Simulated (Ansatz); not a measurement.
Take MgTe in the wurtzite structure (space group P6_3mc, No. 186; a = 4.5089 Å, c = 7.3377 Å) as the base. Axes: x lies along a and z along c of the hexagonal cell.

Level of theory: Kohn–Sham DFT with the LDA functional, run in Ansatz (an electronic-structure program) with PAW and 420 eV plane waves, no spin-orbit coupling.

One thing is altered: the cell is compressed by 3.00 % along z with no lateral relaxation, atoms relaxed at fixed cell.

Estimate the effect on the stress and largest internal atomic displacement.

The stress (xx, yy, zz, yz, xz, xy; compression positive) amounts to (0.93, 0.93, 1.83, 0.00, 0.00, 0.00) GPa; the largest internal atomic displacement comes out as 0.025 Å.

The cells carry an imposed strain or load. No phonon test of stability was made.
